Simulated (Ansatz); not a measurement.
The starting structures come from a database of crystals and need not be the phases stable at ambient conditions.

By PBEsol, the system below comes out a metal.

Without scattering a metal conducts by its projected Fermi surface.

Data:

```yaml
crystal:
  lattice:
    - [2.53332, 0.00000, 0.00000]
    - [-1.26666, 2.19392, 0.00000]
    - [0.00000, 0.00000, 4.10672]
  atoms:
    - { symbol: Mn, position: [0.66667, 0.33333, 0.75000] }
    - { symbol: Mn, position: [0.33333, 0.66667, 0.25000] }
```

Space group of this cell: P6_3/mmc, hcp (Mg type). The cell is strained (all lengths scaled by 1.02); by PBEsol its mean pressure is -25.0 GPa.

The current flows along the normal of the first two printed cell vectors, the (001) plane of the conventional cell. No spin-orbit coupling; the value is a mean over 0.1 eV about the Fermi level.

Compute, with PBEsol (Ansatz, a first-principles code), the ballistic conductance per area.

1.9 × 10¹⁵ S/m² for both spins.
